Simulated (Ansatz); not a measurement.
Results of PBEsol (PAW; Ansatz, a quantum-chemistry and plane-wave program) for WIr (model structure, started from the CuAu type, P4/mmm, No. 123, 2 atoms in the cell).

Numerical settings: plane-wave cutoff 520 eV, 20×20×16 k mesh (along the axes of the cell as run), Fermi–Dirac smearing 0.05 eV, no spin polarisation, scalar-relativistic PAW data made under PBE.

Cell (relaxed at this level):

```
IrW
1.0
    2.74907     0.00000     0.00000
    0.00000     2.74907     0.00000
    0.00000     0.00000     3.89428
W Ir
1 1
Direct
  0.50000   0.50000   0.50000
  0.00000   0.00000   0.00000
```

Problem. Predict the bulk modulus.

Solution. 
- bulk modulus: 365 GPa

Note: the run has no spin polarisation, so it can have missed a magnetic state; the bulk modulus is −V dP/dV from two relaxed cells at ±2 % in volume; the relaxation could raise the start's symmetry but not lower it, so the cell can be a saddle point.

Spin–orbit coupling is not included.

Computed values are for the static lattice.

A model structure was made by putting elements into a prototype or built by hand; it is no filed structure, need not be a known phase, and can be a saddle point held by its symmetry.
